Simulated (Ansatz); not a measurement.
## MgS (model structure, started from the GeS type, Fm-3m, No. 225, 8 atoms in the cell)

Method: r²SCAN+rVV10 (plane waves, PAW; Ansatz, a program for electronic structure).

Settings: plane-wave cutoff 560 eV, 6×16×14 k mesh (along the axes of the cell as run), Fermi–Dirac smearing 0.05 eV, scalar-relativistic PAW data made under PBE.

Cell (relaxed at this level):

```cif
data_Mg4S4
_chemical_formula_sum 'Mg4 S4'
_space_group_name_H-M_alt 'Fm-3m'
_space_group_IT_number 225
_space_group_name_Hall '-F 4 2 3'
_cell_length_a 5.18918
_cell_length_b 5.18918
_cell_length_c 5.18918
_cell_angle_alpha 90.000
_cell_angle_beta 90.000
_cell_angle_gamma 90.000
loop_
_atom_site_label
_atom_site_type_symbol
_atom_site_symmetry_multiplicity
_atom_site_Wyckoff_symbol
_atom_site_fract_x
_atom_site_fract_y
_atom_site_fract_z
_atom_site_occupancy
Mg1 Mg 4 a 0.00000 0.00000 0.00000 1
S1 S 4 b 0.50000 0.50000 0.50000 1
```

```
Quantity             Value
--------  ----------------
band gap  3.45 eV (direct)
```

Computed values are for the static lattice.

A model structure was made by putting elements into a prototype or built by hand; here it ended with the formula and space group of a phase in our tables.
